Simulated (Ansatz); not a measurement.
1T (CdI2-type) NiTe₂ (model structure), treated with PBEsol (PAW; Ansatz, a first-principles code).

Rigid layers of the crystal as relaxed at this level are moved apart or together:

```tsv
run	k mesh	layer repeat (Å)	energy against free layers (meV/Å²)	gap on the mesh (eV)
1	12×12×8	4.97	-31.51	0.000
2	12×12×8	5.12	-33.57	0.000
3	12×12×6	5.27	-33.30	0.000
4	12×12×6	5.47	-30.53	0.000
5	12×12×6	5.77	-24.21	0.000
6	12×12×6	6.27	-14.12	0.000
7	12×12×6	7.27	-2.53	0.000
8	12×12×4	9.27	-0.03	0.000
```

The lowest energy of these points lies at a layer repeat of 5.12 Å.

Spin–orbit coupling is not included.

A model structure was made by putting elements into a prototype or built by hand; it is no filed structure, need not be a known phase, and can be a saddle point held by its symmetry.
